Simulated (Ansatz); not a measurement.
An Ansatz (a quantum-chemistry and plane-wave program) run: PbS with a change (pressure 0.7 GPa); Ansatz PBEsol, no spin-orbit coupling.

Input:

Ansatz 0.2 input:
```yaml
crystal:
  lattice:
    - [0, 2.9466397459, 2.9466397459]
    - [2.9466397459, 0, 2.9466397459]
    - [2.9466397459, 2.9466397459, 0]
  atoms:
    - { symbol: Pb, position: [0, 0, 0] }
    - { symbol: S, position: [0.5, 0.5, 0.5] }
basis: { ecutwfc: 420, ecutrho_ratio: 4, xc_grid: 2, fft_grid_basis: typed }
kpoints: { mp_grid: { grid: [14, 14, 14] } }
hamiltonian:
  xc: pbesol
  dispersion: none
  pseudopotentials: { kind: paw }
scf: { occupations: { method: fermi_dirac, width: 0.05 } }
relax: { f_tol: 0.01, max_steps: 60, cell: { stress_tol: 0.02, p_target: 0.7 } }
output: { forces: true, stress: true }
checkpoint: { write: state.ck, write_every: 1000 }
```

Output (explanatory and most iteration lines left out):

```
Relaxation: its limit of steps is 60 (relax.max_steps)
Pseudopotential: Pb, paw, valence charge 14
Pseudopotential: S, paw, valence charge 6
Crystal: 2 atoms, lattice volume = 51.169 Å³
Basis set: ecut = 420 eV, 965 PW (Γ), exchange–correlation on 60×60×60 points (8 copies of the dense FFT grid, shifted against one another)
Bands: 14, of which v1, the nominal top of the filled ones, is band 10 counted from 1 (9 counted from 0)
Symmetry: 48 space group operations
Space group: Fm-3m (ITA 225), of the structure as read, at distance tolerance 3.7e-5 Å
k-points: 104 of 2744
Functional: x = pbesol(κ = 0.804, μ = 0.12345679012345678), c = pbesol(β = 0.046)
SCF iter   1: F=—  HF=-12640.931175 eV  |F-HF|=—  |Δ(HF+E_count)|=         —  Δρ=4.18e-3  dr2=1.69e-2  ethr=1.77e-3  ⟨swp⟩=6.3  Hψ=8706  notcnv=0
SCF iter   2: F=—  HF=-12640.925602 eV  |F-HF|=—  |Δ(HF+E_count)|=   5.57e-3  Δρ=1.76e-3  dr2=3.04e-3  ethr=8.46e-5  ⟨swp⟩=1.6  Hψ=2473  notcnv=0
SCF 1 converged in 6 iterations: F = -12640.924806 eV  dr2 = 2.47e-9
relax step   1: F+E_penalty+E_count = -12640.92480589 eV  Δ(F+E_penalty+E_count) = +0.000e0 eV  max|allowed force component| = 2.794e-30 eV/Å  Δτ_max = 0.0000 Å  P = +0.298 GPa  Ω = 51.169 Å³  (6 SCF iters, dr2 threshold 1.00e-7 eV, accepted)
[... steps on the carried basis left out ...]
relax step   4: F+E_penalty+E_count = -12640.92379141 eV  Δ(F+E_penalty+E_count) = +2.701e-5 eV  max|allowed force component| = 1.643e-30 eV/Å  Δτ_max = 0.0000 Å  P = +0.697 GPa  Ω = 50.842 Å³  stress off target by 3.01e-3 GPa  SCF on the basis re-selected at this cell (its energy is not comparable with the rows above)  (9 SCF iters)
SCF converged after 9 iterations
Free energy (F): -12640.923791 eV
Internal energy: -12640.923645 eV  (E = F + TS)
E sigma→0 (E₀):  -12640.923718 eV
Entropy (-TS):   -0.000146 eV (-0.073 meV/atom)
Fermi energy:    8.835607 eV
--- Forces (eV/Å), atoms counted from 1 ---
  atom   1  Pb    -0.00000000     0.00000000     0.00000000
  atom   2  S      0.00000000    -0.00000000    -0.00000000
--- Stress (GPa, compression-positive) ---
        0.696995      -0.000000      -0.000000
       -0.000000       0.696995      -0.000000
       -0.000000      -0.000000       0.696995
  P = ⅓ Tr σ = 0.6970 GPa (6.970 kbar)
--- Relaxed structure (3 steps of the walk, 3 accepted, 1 SCFs on fresh bases) ---
  cell:  # Å, volume = 50.8416 Å³
    - [5.732293537007538e-34, 2.940331872850003, 2.940331872850003]
    - [2.940331872850003, 1.019074406579118e-34, 2.940331872850003]
    - [2.940331872850003, 2.940331872850003, -6.369215041119489e-35]
  atoms:
    - { symbol: Pb, position: [4.255222046255663e-37, -4.680744250867606e-37, -9.361488501637687e-37] }
    - { symbol: S, position: [0.5, 0.5, 0.5] }
```

With Pb present, leaving out spin-orbit coupling can change the band edges. Load acts through the strain it causes; cell and atoms are relaxed under it. No phonon test of stability was made. The cell was made from PbS in the rock salt structure (space group Fm-3m, No. 225) by this change: pressure 0.7 GPa.
